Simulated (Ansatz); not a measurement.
Structures of equal composition on the (0001) surface of hcp Co, ferromagnetic: a pseudomorphic layer of Ir in the host's stacking; a pseudomorphic layer of Ir in the other hollow. The slabs share one bottom face, and each structure is named by its start. These are constructed structures in small cells; real faces may alloy, dewet or reconstruct in larger ones, and not all known structures of the face are among them. Slabs of about 10 Å, Fermi-Dirac smearing of 0.1 eV. Bottom of the slabs: a bare face, its two planes held. Relaxed from the named starts with such symmetry as they have, on meshes of like density; energies extrapolated to zero smearing; spin only where a row says so; no spin-orbit coupling, no U. Brackets mark spin-polarised runs, whose order is one that fits the cell. Where a second, spin-polarised start was run, the lower counts.

These are PBE (plane waves to 420 eV, PAW; Ansatz, an electronic-structure program) values and carry that method's errors.

Task: Rank these by energy per 1x1 cell (lowest first), as PBE gives it.

Result: a pseudomorphic layer of Ir in the host's stacking (0.000 eV [spin, 10.2 μB a cell]), a pseudomorphic layer of Ir in the other hollow (0.024 eV [spin, 10.2 μB a cell])
